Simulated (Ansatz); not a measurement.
## How far to go with the k-point mesh: CdInS2 (P3m1, 4 atoms in the cell)

```
CELL_PARAMETERS angstrom
      3.88111     0.00000     0.00000
     -1.94055     3.36114     0.00000
      0.00000     0.00000     6.83096
ATOMIC_POSITIONS crystal
  Cd 0.00000 0.00000 0.00732
  In 0.00000 0.00000 0.50000
  S  0.66667 0.33333 0.75505
  S  0.33333 0.66667 0.24495
```

Level of theory: LDA (PW92), default PAW files made with PBE (plane waves; Ansatz, a first-principles code).

Base settings: basis.ecutwfc = 420 eV; kpoints.mp_grid.grid = 10 10 5; hamiltonian.xc = lda; hamiltonian.pseudopotentials = {kind: paw} (the program's default PAW files); scf.occupations.method = fermi_dirac; scf.occupations.width = 0.1 eV.

Only quantities that move along the ladder and can be compared are tabulated.

The count of work is k-points × plane waves × bands × iterations; it is no time. Core times come from one kind of shared machine, to one figure; runs under 30 s give none.

The starting cell comes from a database of computed structures (which also holds hypothetical and non-ambient phases and stackings), without a prior relaxation at this level. Its lattice was rescaled by up to half a per cent. One atom was moved a little off its site on purpose. In the base run, with a pressure of about -6 GPa the cell is away from its equilibrium volume at this level. Ansatz's pressure includes its estimate of the finite-basis (Pulay) stress.

```csv
kpoints.mp_grid.grid,free energy less the last step's (meV/atom),pressure (GPa),largest difference of a force vector from the last step's (eV/Å),count of work / last,core time / last (rough)
2 2 1,183.74,-2.03,0.281,0.0013,–
3 3 2,80.52,-4.99,0.110,0.0040,–
4 4 2,4.72,-6.09,0.096,0.0060,–
5 5 3,-1.10,-6.23,0.060,0.0079,–
6 6 3,-0.09,-6.06,0.050,0.011,–
7 7 4,-0.85,-6.07,0.032,0.019,–
8 8 4,-0.53,-6.11,0.016,0.023,–
9 9 4,0.20,-6.07,0.004,0.028,–
9 9 5,-0.04,-6.07,0.007,0.033,–
10 10 5,-0.09,-6.07,0.005,0.038,–
11 11 6,-0.05,-6.09,0.003,0.056,–
13 13 7,-0.18,-6.07,0.002,0.083,–
14 14 7,-0.09,-6.08,0.003,0.095,–
19 19 10,-0.01,-6.08,0.000,0.24,0.2
23 23 12,0.00,-6.08,0.000,0.40,0.4
26 26 13,0.00,-6.08,0.000,0.55,0.6
32 32 16,0.00,-6.08,0.000,1.0,1
```

Coarsest kpoints.mp_grid.grid that holds the forces within 0.005 eV/Å of the last step, with all finer ones: 11 11 6, at 0.056 of the last step's count of work; the step before is off by 0.005 eV/Å.

Coarsest kpoints.mp_grid.grid that holds the free energy within 2 meV/atom of the last step, with all finer ones: 5 5 3, at 0.0079 of the last step's count of work; the step before is off by 4.7 meV/atom.

Coarsest kpoints.mp_grid.grid that holds the pressure within 0.05 GPa of the last step, with all finer ones: 6 6 3, at 0.011 of the last step's count of work; the step before is off by 0.15 GPa.

Keys are those of Ansatz 0.2.
